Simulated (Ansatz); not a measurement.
fcc Yb, relaxed in Ansatz (plane waves) with several semilocal functionals. Each gives its own volume and its own bulk modulus:

```
level          V0 (Å³/atom)  bulk modulus (GPa)   ln V0   ln B0
-------------  ------------  ------------------  ------  ------
PBEsol-D3(BJ)        29.487               23.94  3.3839  3.1756
LDA                  29.659               24.00  3.3898  3.1781
PBEsol               32.564               20.72  3.4832  3.0311
PBE-D3(BJ)           32.978               20.71  3.4958  3.0306
r²SCAN-D4            34.728               20.69  3.5475  3.0297
BLYP                 37.284               16.90  3.6186  2.8273
```

Problem. Fit a straight line to ln B0 against ln V0. What does it predict for r²SCAN, whose volume is 35.182 Å³/atom?

Solution. With x = ln V0 and y = ln B0: means 3.48647 and 3.04540; Σ(Δx Δy) = -0.05605, Σ(Δx²) = 0.04115, so the slope is -1.36. At x = 3.5605 the line gives y = 3.04540 + (-1.36) × (3.5605 − 3.48647) = 2.9447, or 19.00 GPa. The run with r²SCAN gives 20.30 GPa, +6.8 % from the line. The rows used scatter about it by up to 7.0 %, while the largest value lies 42 % above the smallest.

Measured: 16.3 GPa (measured, temperature not stated, no zero-point or thermal correction; as tabulated in doi:10.1007/BF02743909 (ytterbium under pressure), abstract).

Ansatz's density-functional and Hartree–Fock values are scalar-relativistic unless marked +SOC, with PAW data made under PBE.

Ansatz is a first-principles code.
